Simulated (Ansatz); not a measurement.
Seebeck coefficient (μV/K, mean over directions) of n-type monolayer MoS$_{2}$ against carrier density, Ansatz (a first-principles code) with HSE06, rigid bands. Computed gap 2.13 eV; densities at which minority carriers matter at this gap, or further valleys turn the trend, are left out. Conductivity mass 0.41 mₑ (harmonic mean over directions), N_c = 8.8e12 cm⁻² at 300 K.

| electron density | 300 K | 500 K |
|---|---|---|
| 1.9e9 cm⁻² | -895 | [?] |
| 1.9e10 cm⁻² | -696 | -741 |
| 1.9e11 cm⁻² | [?] | -542 |
| 5.7e11 cm⁻² | -403 | -447 |
| 1.9e12 cm⁻² | -300 | [?] |
| 5.7e12 cm⁻² | -206 | -250 |
| 1.9e13 cm⁻² | -108 | -148 |
| 5.7e13 cm⁻² | -41 | -69 |
| 1.9e14 cm⁻² | -29 | -45 |

Question: Some entries are withheld; supply them.

Answer: 
- 1.9e9 cm⁻², 500 K: -939
- 1.9e11 cm⁻², 300 K: -498
- 1.9e12 cm⁻², 500 K: -344

Rigid bands with a gap fixed in temperature, one relaxation time for all states, no polarons or phonon drag, and whether or not such doping can be reached. Spin-orbit coupling is left out. Geometry: cell and atoms relaxed with PBE.
